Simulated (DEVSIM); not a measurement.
System: Ni/SiO2/p-Si capacitor, at 300 K.

Layer 1 from the left is SiO2, thickness (nm) 1.30. Layer 2 from the left is Si, thickness (nm) 1700, Na (cm⁻³) 1.2e17.

Metal gate on the left, work function 5.1 eV. Fixed charge at the semiconductor interface -3.7e11 cm⁻² (in units of +e); no interface traps.

Constants are typed, rounded textbook-type inputs, not results; the design itself was drawn at random and stands for no fabricated device. Values at 300 K.

SiO2: gap (eV) 9, affinity (eV) 0.9, permittivity 3.9. Si: gap (eV) 1.124, affinity (eV) 4.05, permittivity 11.7, Nc (cm⁻³) 2.86e19, Nv (cm⁻³) 3.1e19.

Task: Estimate by hand the flat-band voltage, the threshold voltage, and compare with a numerical solution.

Result: 
- Flat-band voltage: C = 2.66 μF/cm², work-function difference 0.070 V; VFB = φms − qNf/C = 0.09 V; numerical 0.09 V.
- Threshold voltage: φF = 0.419 V, depletion charge √(4εqNφF) = 1.83e-7 C/cm²; VT = VFB + 2φF + Qd/C = 1.00 V; numerical 1.00 V.

Model (solved in DEVSIM): 1D Poisson equation in equilibrium, Boltzmann statistics, complete ionisation; no quantum confinement or tunnelling. Metal contacts follow the ideal Schottky-Mott rule: no Fermi-level pinning, no interface dipoles.
